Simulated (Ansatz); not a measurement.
Input:

```xyz
2
Lattice="4.1392 0.0000 0.0000 2.0696 3.5847 0.0000 2.0696 -1.1949 3.4026" Properties=species:S:1:pos:R:3 pbc="T T T"
In     0.0000     0.0000     0.0040
P      4.1392     0.0000     2.5480
```

No spin polarisation.

Computed with Kohn–Sham DFT with the PBEsol functional, run in Ansatz (an electronic-structure program) with PAW and 420 eV plane waves, no spin-orbit coupling. Γ-centred 10×10×10 mesh, Fermi–Dirac width 0.05 eV.

Task: Predict the band gap, electron mass, valence-band top at Γ and gap character.

Result: 
* **Band gap**: 0.58 eV
* **Electron mass**: 0.048 mₑ (at Γ)
* **Valence-band top at Γ (three highest levels, from the VBM)**: 0.00, 0.00, -0.05 eV
* **Gap character**: direct at Γ

The cells carry an imposed strain or load. Effective masses come from finite differences of ±0.01 Å⁻¹. Stability against distortions was not tested. The cell was made from InP in the zinc blende structure (space group F-43m, No. 216) by this change: biaxial strain −0.42 %, plane normal [111], relaxed out of plane.
